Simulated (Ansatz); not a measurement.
## Bulk modulus B0 of TiAl (P-6m2, No. 187; start mp-1217008; another space group than a measured phase of this formula) at several levels of theory

No measured value is used here.

```csv
level (code),value (GPa),cell (Å³/atom)
LDA (Ansatz),116,15.72
PBEsol (Ansatz),111,16.23
r²SCAN (Ansatz),113,16.52
```

LDA, PBEsol, r²SCAN: the run has no spin polarisation, so it can have missed a magnetic state. LDA, PBEsol, r²SCAN: the bulk modulus is −V dP/dV from two relaxed cells at ±2 % in volume. LDA, PBEsol, r²SCAN: the relaxation could not lower the start's symmetry, so the cell can be a saddle point above a distorted one. Each level is taken at its own relaxed cell. Cutoffs differ between the levels. Ansatz's density-functional and Hartree–Fock values are scalar-relativistic unless marked +SOC, with PAW data made under PBE.

A start named mp-… is a Materials Project structure, which can be a computed phase never made.

Ansatz is a first-principles code.
